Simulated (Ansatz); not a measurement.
The starting structures come from a database of crystals and need not be the phases stable at ambient conditions.

 Where the default PAW files enter, the runs use the earlier of Ansatz's two default sets.

# Evanescent states of K₂NaInF₆ (Fm-3m, not sure to be the ambient phase, 10 atoms a cell, 16.6 Å³ an atom, -3 GPa at this level) along the normal of (001)

Computed with PBEsol (plane waves, PAW; Ansatz, a first-principles code).

The gap is the functional's own. No spin-orbit coupling. Mid-gap values are interpolated on the energy grid.

Energies count from the valence-band top; κ is the least over a 6×6 mesh across the current.

```json
[
 {"E (eV)": "0.12", "κ (1/Å)": "0.267", "where": "Γ"},
 {"E (eV)": "0.36", "κ (1/Å)": "0.391", "where": "off Γ"},
 {"E (eV)": "0.60", "κ (1/Å)": "0.460", "where": "Γ"},
 {"E (eV)": "0.84", "κ (1/Å)": "0.510", "where": "Γ"},
 {"E (eV)": "1.08", "κ (1/Å)": "0.555", "where": "Γ"},
 {"E (eV)": "1.32", "κ (1/Å)": "0.572", "where": "Γ"},
 {"E (eV)": "1.56", "κ (1/Å)": "0.541", "where": "Γ"},
 {"E (eV)": "1.80", "κ (1/Å)": "0.530", "where": "Γ"},
 {"E (eV)": "2.04", "κ (1/Å)": "0.521", "where": "Γ"},
 {"E (eV)": "2.28", "κ (1/Å)": "0.512", "where": "Γ"},
 {"E (eV)": "2.52", "κ (1/Å)": "0.501", "where": "Γ"},
 {"E (eV)": "2.76", "κ (1/Å)": "0.489", "where": "Γ"},
 {"E (eV)": "3.00", "κ (1/Å)": "0.474", "where": "Γ"},
 {"E (eV)": "3.24", "κ (1/Å)": "0.456", "where": "Γ"},
 {"E (eV)": "3.48", "κ (1/Å)": "0.436", "where": "Γ"},
 {"E (eV)": "3.72", "κ (1/Å)": "0.412", "where": "Γ"},
 {"E (eV)": "3.96", "κ (1/Å)": "0.383", "where": "Γ"},
 {"E (eV)": "4.20", "κ (1/Å)": "0.350", "where": "Γ"},
 {"E (eV)": "4.44", "κ (1/Å)": "0.308", "where": "Γ"},
 {"E (eV)": "4.68", "κ (1/Å)": "0.255", "where": "Γ"},
 {"E (eV)": "4.92", "κ (1/Å)": "0.179", "where": "Γ"}
]
```

Task: How thick must the barrier be to attenuate the transmission by 10^8 when the electrodes' Fermi level lies at 3.48 eV, and what attenuation does that film give at 0.84 eV?

Result: d = 8 ln 10 / (2 × 0.436) = 21.1 Å. At 0.84 eV it gives 8 × 0.510/0.436 = 9.4 decades.
